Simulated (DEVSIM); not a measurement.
Structure: Schottky contact on n-type GaAs, at 300 K.

Layer 1 from the left is GaAs, thickness (μm) 0.380, Nd (cm⁻³) 1.3e16, τn (s) 1.8e-9, τp (s) 1.8e-9.

Left contact: Schottky, work function 5.17 eV, emission velocity 1.5e6 cm/s. Right contact: ohmic. Voltage is applied to the left contact. Recombination: SRH at mid-gap, radiative, Auger. Mobility is μmin + (μ − μmin)/(1 + (N/Nref)^α).

Constants are typed, rounded textbook-type inputs, not results; the design itself was drawn at random and stands for no fabricated device. Values at 300 K.

GaAs: gap (eV) 1.424, affinity (eV) 4.07, permittivity 12.9, Nc (cm⁻³) 4.7e17, Nv (cm⁻³) 9e18, μn (cm²/Vs) 8500, μp (cm²/Vs) 400, μn,min 500, μp,min 20, Nref,n 6e16, Nref,p 1.5e17, αn 0.39, αp 0.38, B (cm³/s) 2e-10, Cn (cm⁶/s) 1e-30, Cp (cm⁶/s) 1e-30.

DEVSIM, 1D drift-diffusion, Boltzmann statistics, complete ionisation; no tunnelling, impact ionisation, image-force lowering or self-heating. Metal contacts follow the ideal Schottky-Mott rule: no Fermi-level pinning, no interface dipoles.

Q: What does the simulation give for the dark forward voltage at 1 A/cm², the potential step across the device at zero bias, the largest field in the device at zero bias, the dark forward voltage at 100 A/cm²?

A: dark forward voltage at 1 A/cm² 0.799 V; potential step across the device at zero bias 1.007 V; largest field in the device at zero bias 60000 V/cm; dark forward voltage at 100 A/cm² 0.919 V.
